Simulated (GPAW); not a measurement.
Band structure of HfSiO4 (I4_1/amd, 12 atoms in the cell).

```xyz
12
Lattice="-3.2420 3.2420 2.9506 3.2420 -3.2420 2.9506 3.2420 3.2420 -2.9506" Properties=species:S:1:pos:R:3 pbc="T T T"
Hf     0.0000     0.0000     0.0000
Hf     0.0000     3.2420     1.4753
Si     3.2420     0.0000     1.4753
Si     0.0000     0.0000     2.9506
O      3.2420     2.0417    -1.0669
O      4.4422     0.0000     0.4084
O      0.0000     1.2002     1.8837
O      2.0417     0.0000     0.4084
O      3.2420     1.2002     2.5423
O      1.2002     0.0000     4.0176
O      3.2420    -1.2002     2.5423
O      2.0417     3.2420     1.0669
```

Computed with PBE, GPAW PAW datasets PBE (gpaw-data 1.0.1) (plane waves; GPAW).

Settings: mode = pw; ecut = 950 eV; xc = PBE; kpts = 3 3 3; mesh shift (steps) = 0 0 0; occupations.name = fermi-dirac; occupations.width = 0 eV; nbands = -6; convergence.bands = -4; symmetry.symmorphic = false; symmetry.tolerance = 0.0005; maxiter = 120; bandpath_npoints = 50.

The starting cell comes from a database of computed structures (which also holds hypothetical and non-ambient phases and stackings), without a prior relaxation at this level. Its lattice was rescaled by a random factor within 2.5 % of one. Spin-orbit coupling is off.

Problem. Predict the gap along the standard path and the places of the band edges.

Solution. The gap along the path is 5.60 eV, from Γ to a point between Z and P; the smallest direct gap on it is 6.02 eV. Another conduction valley lies within 0.1 eV, so the order of the valleys is not sure.

Levels in eV from the top of the valence band on the SCF mesh, bands 37 to 44:
| point | 37 | 38 | 39 | 40 | 41 | 42 | 43 | 44 |
|---|---|---|---|---|---|---|---|---|
| Γ | -0.59 | -0.54 | -0.54 | 0.00 | 6.04 | 6.32 | 6.51 | 6.51 |
| X | -0.97 | -0.97 | -0.63 | -0.63 | 5.61 | 5.61 | 6.78 | 6.78 |
| M | -1.16 | -1.16 | -0.83 | -0.83 | 6.55 | 6.55 | 6.98 | 6.98 |
| Z | -1.07 | -1.07 | -0.80 | -0.80 | 6.46 | 6.63 | 6.87 | 7.05 |
| P | -1.16 | -1.16 | -0.53 | -0.53 | 5.62 | 5.62 | 7.06 | 7.06 |
| N | -0.96 | -0.88 | -0.29 | -0.16 | 5.90 | 6.06 | 6.87 | 7.05 |
| Z1 | -1.07 | -1.07 | -0.80 | -0.80 | 6.46 | 6.63 | 6.87 | 7.05 |
